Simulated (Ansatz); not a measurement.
The parent structure is Rb in the bcc (W type) structure (space group Im-3m, No. 229; a = 5.571 Å; relaxed with 0.1 eV smearing). Axes: x, y, z lie along the cube axes.

Level of theory: Ansatz (a program for electronic structure), PBEsol, PAW, cutoff 420 eV, no spin-orbit coupling.

Perturbation: uniaxial strain ε_zz = +1.00 %, all other strain components held at zero; the atoms relax in the strained cell.

Question: How does this affect the stress?

Answer: The stress (xx, yy, zz, yz, xz, xy; compression positive) comes out as (0.0, 0.0, 0.0, 0.0, 0.0, 0.0) GPa.

Question: Estimate the effect on the energy relative to the base.

Answer: The energy hardly moves.

Whether these cells are dynamically stable was not tested. The final runs are not spin-polarised.
